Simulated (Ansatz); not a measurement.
Consider ZrN in the rock salt structure (space group Fm-3m, No. 225; a = 4.5951 Å; relaxed with 0.1 eV smearing). Axes: x, y, z lie along the cube axes.

The values are results of Kohn–Sham DFT with the PBE functional, run in Ansatz (a first-principles code) with PAW and 420 eV plane waves, spin-orbit coupling left out, not measurements.

Now apply this change: the cell is scaled by 0.9890 in all directions; the atoms relax in the strained cell.

Question: Predict the stress tensor and what it implies for the stiffness.

Answer: Stress of the strained cell less that of the base (GPa, compression positive):
```
    8.9     0.0     0.0
    0.0     8.9     0.0
    0.0     0.0     8.9
```

Then B = −ΔP/(ΔV/V₀) with ΔV/V₀ = -0.0326 gives secant stiffness values (nonlinear terms included at this strain): B ≈ 272 GPa.

As a check, the harmonic strain energy −½ V₀ Δσ:ε is 11 meV/atom; the computed energy rise is 11 meV/atom.

Whether these cells are dynamically stable was not tested. All final runs are without spin polarisation.
